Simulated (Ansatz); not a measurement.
Defect: interstitial H in diamond with all lengths changed by -1 %, charge state +1. These are PBE, PAW (plane waves to 420 eV; Ansatz, an electronic-structure program) values and carry that method's errors.

Settings: 64 host sites, the strained lattice (strain from the relaxed PBE one, atoms relaxed), a 2×2×2 k-point mesh shifted by half a step, smearing 0.01 eV, spin-restricted, no image-charge correction. Static, classical nuclei. The host's phase is taken as given; its stability against other phases was not computed. The charge state is imposed; whether it is stable for some Fermi level was not computed. Sites that were not tried may lie lower.

Barriers: single points on a 3×3×3 k-point mesh shifted by half a step at the bands' geometries.

Relaxed starting cell (atoms counted from 1):

```yaml
crystal:
  lattice:
    - [7.07167, 0.00000, 0.00000]
    - [0.00000, 7.07167, 0.00000]
    - [0.00000, 0.00000, 7.07167]
  atoms:
    - { symbol: C, position: [0.99880, 0.99992, 0.25191] }
    - { symbol: C, position: [0.98466, 0.98639, 0.73464] }
    - { symbol: C, position: [0.99868, 0.50029, 0.25234] }
    - { symbol: C, position: [0.99849, 0.49973, 0.75147] }
    - { symbol: C, position: [0.50006, 0.99977, 0.25308] }
    - { symbol: C, position: [0.49876, 0.99979, 0.75154] }
    - { symbol: C, position: [0.49889, 0.49993, 0.25192] }
    - { symbol: C, position: [0.49830, 0.49960, 0.75177] }
    - { symbol: C, position: [0.12469, 0.37739, 0.12917] }
    - { symbol: C, position: [0.12333, 0.37514, 0.62659] }
    - { symbol: C, position: [0.12410, 0.87526, 0.12792] }
    - { symbol: C, position: [0.12326, 0.87172, 0.62269] }
    - { symbol: C, position: [0.62439, 0.37517, 0.12709] }
    - { symbol: C, position: [0.62349, 0.37457, 0.62684] }
    - { symbol: C, position: [0.62370, 0.87466, 0.12683] }
    - { symbol: C, position: [0.62233, 0.87403, 0.62599] }
    - { symbol: C, position: [0.99913, 0.25395, 0.00487] }
    - { symbol: C, position: [0.99900, 0.24996, 0.50138] }
    - { symbol: C, position: [0.99827, 0.74859, 0.00127] }
    - { symbol: C, position: [0.99764, 0.74743, 0.49922] }
    - { symbol: C, position: [0.50000, 0.25056, 0.00252] }
    - { symbol: C, position: [0.49884, 0.24973, 0.50198] }
    - { symbol: C, position: [0.49865, 0.74973, 0.00189] }
    - { symbol: C, position: [0.49795, 0.74945, 0.50138] }
    - { symbol: C, position: [0.12385, 0.12507, 0.37680] }
    - { symbol: C, position: [0.13777, 0.14181, 0.89022] }
    - { symbol: C, position: [0.12367, 0.62425, 0.37630] }
    - { symbol: C, position: [0.12355, 0.62461, 0.87664] }
    - { symbol: C, position: [0.62402, 0.12478, 0.37692] }
    - { symbol: C, position: [0.62355, 0.12500, 0.87675] }
    - { symbol: C, position: [0.62345, 0.62462, 0.37662] }
    - { symbol: C, position: [0.62227, 0.62346, 0.87677] }
    - { symbol: C, position: [0.25600, 0.00156, 0.00802] }
    - { symbol: C, position: [0.24849, 0.99978, 0.50099] }
    - { symbol: C, position: [0.24911, 0.50075, 0.00225] }
    - { symbol: C, position: [0.24871, 0.50002, 0.50202] }
    - { symbol: C, position: [0.74788, 0.99963, 0.00086] }
    - { symbol: C, position: [0.74735, 0.99896, 0.50044] }
    - { symbol: C, position: [0.74864, 0.49988, 0.00192] }
    - { symbol: C, position: [0.74819, 0.49891, 0.50118] }
    - { symbol: C, position: [0.37416, 0.37538, 0.37765] }
    - { symbol: C, position: [0.37497, 0.37607, 0.87760] }
    - { symbol: C, position: [0.37370, 0.87461, 0.37667] }
    - { symbol: C, position: [0.37444, 0.87568, 0.87693] }
    - { symbol: C, position: [0.87363, 0.37454, 0.37651] }
    - { symbol: C, position: [0.87387, 0.37555, 0.87678] }
    - { symbol: C, position: [0.87324, 0.87433, 0.37579] }
    - { symbol: C, position: [0.86628, 0.86842, 0.87498] }
    - { symbol: C, position: [0.24950, 0.25089, 0.25340] }
    - { symbol: C, position: [0.25079, 0.25149, 0.75022] }
    - { symbol: C, position: [0.24892, 0.74951, 0.25182] }
    - { symbol: C, position: [0.24799, 0.75003, 0.75220] }
    - { symbol: C, position: [0.74901, 0.24960, 0.25155] }
    - { symbol: C, position: [0.74844, 0.24999, 0.75254] }
    - { symbol: C, position: [0.74836, 0.74963, 0.25140] }
    - { symbol: C, position: [0.74488, 0.74590, 0.74982] }
    - { symbol: C, position: [0.37747, 0.12670, 0.13064] }
    - { symbol: C, position: [0.37388, 0.12402, 0.62655] }
    - { symbol: C, position: [0.37400, 0.62515, 0.12692] }
    - { symbol: C, position: [0.37332, 0.62498, 0.62697] }
    - { symbol: C, position: [0.87437, 0.12440, 0.12647] }
    - { symbol: C, position: [0.87148, 0.12633, 0.62498] }
    - { symbol: C, position: [0.87343, 0.62472, 0.12704] }
    - { symbol: C, position: [0.87285, 0.62316, 0.62567] }
    - { symbol: H, position: [0.06011, 0.99754, 0.87983] }
```
Cell charge +1.

End state 1 differs by these moves (Å; atoms that move under 0.08 Å are left out):

| atom | element | Δx | Δy | Δz |
|---|---|---|---|---|
| 2 | C | 0.20 | 0.19 | 0.00 |
| 26 | C | -0.05 | -0.08 | -0.11 |
| 48 | C | -0.05 | -0.08 | 0.11 |
| 65 | H | -0.88 | 0.04 | -0.01 |

**Question.** Give the forward and backward barriers to end state 1 at the level PBE, PAW.

**Answer.** forward 0.056 eV, backward 0.056 eV; at the saddle point atom 65 has neighbours C at 1.16, C at 1.34, C at 1.36, C at 1.82, C at 1.84, C at 1.94, C at 2.04, C at 2.05, C at 2.14 Å. The saddle point's order was not checked, and it lies on a symmetry element of the cell, where a band can be held.

End state 2 differs by these moves (Å; atoms that move under 0.08 Å are left out):

| atom | element | Δx | Δy | Δz |
|---|---|---|---|---|
| 2 | C | 0.19 | 0.20 | 0.00 |
| 26 | C | -0.06 | -0.07 | -0.11 |
| 48 | C | -0.07 | -0.05 | 0.11 |
| 65 | H | -0.41 | -0.44 | -0.01 |

**Question.** What is the computed forward and backward barriers to end state 2 (PBE, PAW)?

**Answer.** forward 0.056 eV, backward 0.056 eV; at the saddle point atom 65 has neighbours C at 1.16, 2 C at 1.35, 2 C at 1.85, C at 1.96, 2 C at 2.01, C at 2.11 Å. The saddle point's order was not checked, and it lies on a symmetry element of the cell, where a band can be held.
